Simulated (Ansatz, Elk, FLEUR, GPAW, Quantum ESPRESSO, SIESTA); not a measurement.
## MgAl₂C₂ (P-3m1, 5 atoms in the cell) computed with different codes at matched settings

Self-consistent single point.

```
CELL_PARAMETERS angstrom
      3.34691     0.00000     0.00000
     -1.67345     2.89851     0.00000
      0.00000     0.00000     5.74859
ATOMIC_POSITIONS crystal
  Mg 0.00000 0.00000 0.00000
  Al 0.66667 0.33333 0.35001
  Al 0.33333 0.66667 0.64999
  C  0.33333 0.66667 0.27008
  C  0.66667 0.33333 0.72992
```

Shared settings, as Ansatz (a first-principles code) writes them: kpoints.mp_grid.grid = 6 6 3; scf.occupations.method = fixed. Potentials and cutoffs stand in the table.

| code | model | largest force (eV/Å) | gap on the mesh (eV) | cutoff |
|---|---|---|---|---|
| Ansatz | PBEsol, default PAW files made with PBE | 0.152 | 1.762 | 30.9 Ry |
| Quantum ESPRESSO | PBEsol, GBRV 1.5 ultrasoft (PBESOL) pseudopotentials | 0.155 | 1.761 | 40 Ry |
| Elk | PBEsol, all-electron FP-LAPW, Elk's shipped species files, LAPW+lo basis | – | 1.734 | rgkmax 8 |
| SIESTA | GGA PBEsol, numerical atomic orbitals DZP, PseudoDojo PBEsol standard norm-conserving potentials (rewritten from UPF to PSML) | 0.281 | 1.698 | grid 400 Ry |
| FLEUR | PBEsol, all-electron FLAPW (FLEUR), scalar-relativistic valence | – | 1.764 | Kmax 4.3 1/bohr |
| GPAW | PBEsol, GPAW PAW datasets PBEsol (made by gpaw-setup) | 0.198 | 1.753 | 900 eV |

Size of the force on each atom (eV/Å): Sizes of forces hide their directions.

```
code                Mg1    Al2    Al3     C4     C5
----------------  -----  -----  -----  -----  -----
Ansatz            0.000  0.016  0.016  0.152  0.152
Quantum ESPRESSO  0.000  0.013  0.013  0.155  0.155
SIESTA            0.000  0.008  0.008  0.281  0.281
GPAW              0.000  0.010  0.010  0.198  0.198
```

A dash marks a value that a program does not give, or that is left out as unsure.

Gaps are read on the mesh.

The spread over the programs that give each value: largest force within 0.129 eV/Å; gap on the mesh within 0.066 eV.

SIESTA uses small atom-centred bases, whose incompleteness enters pressures, forces and empty levels differently from a plane-wave cutoff. Elk and FLEUR treat all electrons, but the usual bases taken here (sphere radii, linearisation, local orbitals, empty states) were not tested for convergence, so the values are no reference for the others. In the pressure, SIESTA (by 3.80) lies more than 1 GPa from the median of the plane-wave programs. In the force vectors, SIESTA (by 0.126) lies more than 0.08 eV/Å from the median of the plane-wave programs.

On the base mesh (8 8 4) the same programs gave: Ansatz pressure 3.45 GPa, gap on the mesh 1.806 eV; Quantum ESPRESSO pressure 3.59 GPa, gap on the mesh 1.803 eV; GPAW gap on the mesh 1.797 eV; Elk gap on the mesh 1.781 eV; FLEUR gap on the mesh 1.808 eV; SIESTA pressure 7.29 GPa, gap on the mesh 1.767 eV.

The starting cell comes from a database of computed structures (which also holds hypothetical and non-ambient phases and stackings), without a prior relaxation at this level. Its lattice was rescaled by a random factor within 2.5 % of one.

Left out of this page: ABINIT (with a known weakness of the program); CP2K (on another mesh).

Keys are those of Ansatz 0.2.
